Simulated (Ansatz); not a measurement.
Take GaAs in the zinc blende structure (space group F-43m, No. 216; a = 5.659 Å) as the base.

Modification: Al replaces 25.0 % of the Ga, ordered in a cell of 8 atoms (starting symmetry P-43m) and fully relaxed.

The other end (x = 1) is AlAs in the zinc blende structure (space group F-43m, No. 216): 22.84 Å³/atom, gap 1.34 eV.

Levels (all Ansatz, an electronic-structure program, PAW): PBEsol (420 eV, without spin-orbit coupling); PBEsol+SOC (420 eV, with spin-orbit coupling).

The geometry is relaxed with PBEsol.

```
Item                            Value
--------------------  ---------------
PBEsol gap character      direct at Γ
PBEsol electron mass  0.048 mₑ (at Γ)
PBEsol band gap               0.75 eV
```

With PBEsol+SOC at the same geometry, the hole mass (degenerate bands, along [100]) is 0.057, 0.36 mₑ (at Γ); the gap character (in this cell's own zone, which can be folded) is still direct at Γ; the electron mass goes from 0.048 mₑ (at Γ) to 0.047 mₑ (at Γ); the band gap drops by 0.105 eV to 0.64 eV. The threefold valence maximum splits by Δso ≈ 0.33 eV.

Single points use the geometry relaxed with PBEsol. The spin-orbit shifts are approximate. These are small ordered cells, not random alloys; other orderings at the same x differ. Effective masses come from finite differences of ±0.01 Å⁻¹. Stability against distortions was not tested. Labels are those of the standard path for the cell's own space group.
